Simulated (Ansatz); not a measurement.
Structures of equal composition on the (115) surface of germanium: 2 pairs of surface atoms bonded, H on all but both atoms of one pair (paired Ge at depth 0.0 Å); 2 pairs of surface atoms bonded, H on all but both atoms of one pair (paired Ge at depth 1.1 Å). The slabs share one bottom face, and each structure is named by its start. These are constructed structures in small cells; real faces may alloy, dewet or reconstruct in larger ones, and not all known structures of the face are among them. Slabs of about 15 Å with all that they carry, Fermi-Dirac smearing of 0.025 eV. Bottom of the slabs: built like the top, H on every dangling bond, free. Relaxed from the named starts with such symmetry as they have, on meshes of like density; energies extrapolated to zero smearing; no spin-orbit coupling, no U. Spin-polarised runs, if any, are marked in brackets, and their order is one that fits the cell; the others ran without spin. Where a second, spin-polarised start was run, the lower counts.

Calculation: PBE (plane waves to 420 eV, PAW; Ansatz, a program for electronic structure).

Problem. Put the candidates in order of energy per 1x1 cell, lowest first, for PBE.

Solution. 2 pairs of surface atoms bonded, H on all but both atoms of one pair (paired Ge at depth 1.1 Å) (0.000 eV [spin start, no net moment], gap 0.63 eV on the mesh), 2 pairs of surface atoms bonded, H on all but both atoms of one pair (paired Ge at depth 0.0 Å) (0.029 eV [spin start, no net moment], gap 0.66 eV on the mesh)
